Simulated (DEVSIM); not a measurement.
Structure: abrupt In0.53Ga0.47As p-n junction, at 250 K.

| layer (left to right) | material | thickness (μm) | Nd (cm⁻³) | Na (cm⁻³) | τn (s) | τp (s) |
|---|---|---|---|---|---|---|
| 1 | In0.53Ga0.47As | 0.300 | - | 1.9e16 | 1.1e-9 | 1.1e-9 |
| 2 | In0.53Ga0.47As | 1.10 | 7.1e14 | - | 1.1e-9 | 1.1e-9 |

Left contact: ohmic. Right contact: ohmic. Voltage is applied to the left contact. Recombination: SRH at mid-gap, Auger. Mobility is μmin + (μ − μmin)/(1 + (N/Nref)^α).

The device is made up for the run: typed textbook-type constants, with dimensions and the other settings drawn at random. Values at 300 K; Nc and Nv go as T^1.5, mobilities as T to minus their exponent, the gap by Varshni's rule with the affinity fixed.

| parameter | In0.53Ga0.47As |
|---|---|
| gap (eV) | 0.74 |
| affinity (eV) | 4.51 |
| permittivity | 13.9 |
| Nc (cm⁻³) | 2.1e17 |
| Nv (cm⁻³) | 7.7e18 |
| μn (cm²/Vs) | 12000 |
| μp (cm²/Vs) | 300 |
| μn,min | 300 |
| μp,min | 10 |
| Nref,n | 1.3e17 |
| Nref,p | 4.9e17 |
| αn | 0.48 |
| αp | 0.4 |
| T exponent of μn | 1.6 |
| T exponent of μp | 1.6 |
| Cn (cm⁶/s) | 5e-29 |
| Cp (cm⁶/s) | 5e-29 |
| Varshni α (eV/K) | 0.00035 |
| Varshni β (K) | 190 |

Simulated with DEVSIM: 1D drift-diffusion, Boltzmann statistics, complete ionisation; no tunnelling, impact ionisation, image-force lowering or self-heating.

Base results: dark forward voltage at 100 A/cm² (V) 0.466; largest field in the device at zero bias (V/cm) 10000; potential step across the device at zero bias (V) 0.514; dark forward voltage at 1 A/cm² (V) 0.354.

Problem. What follows from this one change: temperature 250 → 300 K?

Solution. dark forward voltage at 100 A/cm² 0.466 → 0.382 V; largest field in the device at zero bias little changed (9800 V/cm); potential step across the device at zero bias 0.514 → 0.438 V; dark forward voltage at 1 A/cm² 0.354 → 0.247 V.

Problem. What follows from this one change: doping Na of layer 1 1.9e+16 → 5.7e+15 cm^-3?

Solution. dark forward voltage at 100 A/cm² 0.466 → 0.440 V; largest field in the device at zero bias 10000 → 8600 V/cm; potential step across the device at zero bias 0.514 → 0.488 V; dark forward voltage at 1 A/cm² 0.354 → 0.329 V.

Problem. What follows from this one change: doping Nd of layer 2 7.1e+14 → 2.1e+16 cm^-3?

Solution. dark forward voltage at 100 A/cm² 0.466 → 0.462 V; largest field in the device at zero bias 10000 → 38000 V/cm; potential step across the device at zero bias 0.514 → 0.587 V; dark forward voltage at 1 A/cm² 0.354 → 0.358 V.

Problem. What follows from this one change: constant mobility in place of the doping-dependent one?

Solution. dark forward voltage at 100 A/cm² 0.466 → 0.459 V; largest field in the device at zero bias little changed (10000 V/cm); potential step across the device at zero bias little changed (0.514 V); dark forward voltage at 1 A/cm² 0.354 → 0.349 V.
